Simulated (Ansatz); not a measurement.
The reference is MgO in the rock salt structure (space group Fm-3m, No. 225; a = 4.1592 Å). Axes: x, y, z lie along the cube axes.

Structures relaxed with Ansatz (an electronic-structure program), LDA, PAW, cutoff 420 eV, scalar-relativistic without spin-orbit coupling.

Base:

Simulated powder pattern, Cu Kα1, λ = 1.54056 Å (kinematic, ideal powder, no thermal factors, no anomalous dispersion; the 10 strongest lines at most, above 2 %, up to 2θ = 90°):

```csv
2θ (°),I/Imax (%),hkl
37.42,11,(111)
43.48,100,(200)
63.18,55,(220)
75.79,7.0,(311)
79.82,16,(222)
```

After one change:

Simulated powder pattern, Cu Kα1, λ = 1.54056 Å (kinematic, ideal powder, no thermal factors, no anomalous dispersion; the 10 strongest lines at most, above 2 %, up to 2θ = 90°):

```
2θ (°)  I/Imax (%)
------  ----------
37.23           16
42.81           53
43.48          100
62.66           57
63.18           28
74.72          3.6
75.67          7.0
79.35           25
```

**Question.** Which of these changes matches the shifts?
A) uniaxial strain ε_zz = +1.50 %
B) uniaxial strain ε_zz = −0.50 %
C) uniaxial strain ε_zz = −3.00 %
D) uniaxial strain ε_zz = −2.00 %

**Answer.** A, uniaxial strain ε_zz = +1.50 %. Its volume per atom is 9.13 Å³ against 8.99 Å³, and its space group is I4/mmm (No. 139).

No phonon test of stability was made.
